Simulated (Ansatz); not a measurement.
We consider La₂Hf₂O₇ (Fd-3m, No. 227, 22 atoms in the cell; start mp-12533), described by LDA (PAW; Ansatz, a program for electronic structure).

Settings: plane-wave cutoff 520 eV, 6×6×6 k mesh, Fermi–Dirac smearing 0.01 eV, scalar-relativistic PAW data made under PBE.

Cell (relaxed with PBEsol):

Space group Fd-3m, origin choice 1 (No. 227); a = 10.7092 Å, b = 10.7092 Å, c = 10.7092 Å, α = 90.00°, β = 90.00°, γ = 90.00°

| atom | site | symmetry | x | y | z |
|---|---|---|---|---|---|
| La | 16d | .-3m | 0.6250 | 0.6250 | 0.6250 |
| Hf | 16c | .-3m | 0.1250 | 0.1250 | 0.1250 |
| O | 8b | -43m | 0.5000 | 0.5000 | 0.5000 |
| O | 48f | 2.mm | 0.0000 | 0.0000 | 0.2064 |
(The calculation used a cell of 22 atoms; values per cell refer to that cell.)

Problem. What does this level give for the band gap?

Solution. 
- band gap = 4.16 eV

Note: cell and atoms aren't relaxed at this level (pressure -4.6 GPa).

Spin–orbit coupling is not included.

Computed values are for the static lattice.

Computing time: around 50 core-seconds (rough).

A start named mp-… is a Materials Project structure, which need not be a measured phase.
